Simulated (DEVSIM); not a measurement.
Device: abrupt GaAs n-p junction, at 300 K.

Layer 1 from the left is GaAs, thickness (μm) 4.80, Nd (cm⁻³) 1.6e16, τn (s) 2e-8, τp (s) 2e-8. Layer 2 from the left is GaAs, thickness (μm) 26.0, Na (cm⁻³) 2.5e17, τn (s) 2e-8, τp (s) 2e-8.

Left contact: ohmic. Right contact: ohmic. Voltage is applied to the left contact. Recombination: SRH at mid-gap, radiative. Mobility is constant in doping.

This is a model device: material constants are rounded textbook-type values typed into the input, and sizes, dopings and lifetimes were drawn at random. Values at 300 K.

GaAs: gap (eV) 1.424, affinity (eV) 4.07, permittivity 12.9, Nc (cm⁻³) 4.7e17, Nv (cm⁻³) 9e18, μn (cm²/Vs) 8500, μp (cm²/Vs) 400, B (cm³/s) 2e-10.

Question: Estimate by hand the built-in potential, the peak field at zero bias, the capacitance at 1.5 V, and compare with a numerical solution.

Answer: 
- Built-in potential: ni = √(Nc Nv) exp(−Eg/2kT) = 2250000 cm⁻³ with Eg = 1.424 eV; Vbi = kT/q ln(Na Nd/ni²) = 1.244 V; numerical 1.244 V.
- Peak field at zero bias: depletion approximation: W = √(2εVbi/(qN)) = 0.343 μm with N = 1.50e16 cm⁻³; field = 2Vbi/W = 72400 V/cm; numerical 71200 V/cm (estimate above by 1.7 %).
- Capacitance at 1.5 V: C = √(qεN / 2(Vbi + |V|)) = 22.4 nF/cm²; numerical 22.6 nF/cm² (estimate below by 0.96 %).

DEVSIM, 1D drift-diffusion, Boltzmann statistics, complete ionisation; no tunnelling, impact ionisation, image-force lowering or self-heating.
